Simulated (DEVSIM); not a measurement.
System: abrupt Si p-n junction, at 400 K.

Layer 1 from the left is Si, thickness (μm) 2.30, Na (cm⁻³) 1.9e18, τn (s) 8.9e-6, τp (s) 8.9e-6. Layer 2 from the left is Si, thickness (μm) 16.0, Nd (cm⁻³) 6.7e17, τn (s) 8.9e-6, τp (s) 8.9e-6.

Left contact: ohmic. Right contact: ohmic. Voltage is applied to the left contact. Recombination: SRH at mid-gap, radiative, Auger. Gap narrowing is on: ΔEg = 6.92 meV × (l + √(l² + 0.5)), l = ln(N/1.3e17 cm⁻³), shared equally by both band edges. Mobility is μmin + (μ − μmin)/(1 + (N/Nref)^α).

This is a model device: material constants are rounded textbook-type values typed into the input, and sizes, dopings and lifetimes were drawn at random. Values at 300 K; Nc and Nv go as T^1.5, mobilities as T to minus their exponent, the gap by Varshni's rule with the affinity fixed.

Si: gap (eV) 1.124, affinity (eV) 4.05, permittivity 11.7, Nc (cm⁻³) 2.86e19, Nv (cm⁻³) 3.1e19, μn (cm²/Vs) 1417, μp (cm²/Vs) 470, μn,min 52, μp,min 45, Nref,n 9.7e16, Nref,p 2.2e17, αn 0.68, αp 0.72, T exponent of μn 2.3, T exponent of μp 2.2, B (cm³/s) 4.7e-15, Cn (cm⁶/s) 2.8e-31, Cp (cm⁶/s) 9.9e-32, Varshni α (eV/K) 0.000473, Varshni β (K) 636.

Simulated with DEVSIM: 1D drift-diffusion, Boltzmann statistics, complete ionisation; no tunnelling, impact ionisation, image-force lowering or self-heating.

Q: What does the simulation give for the potential step across the device at zero bias, the largest field in the device at zero bias?

A: potential step across the device at zero bias 0.810 V; largest field in the device at zero bias 340000 V/cm.
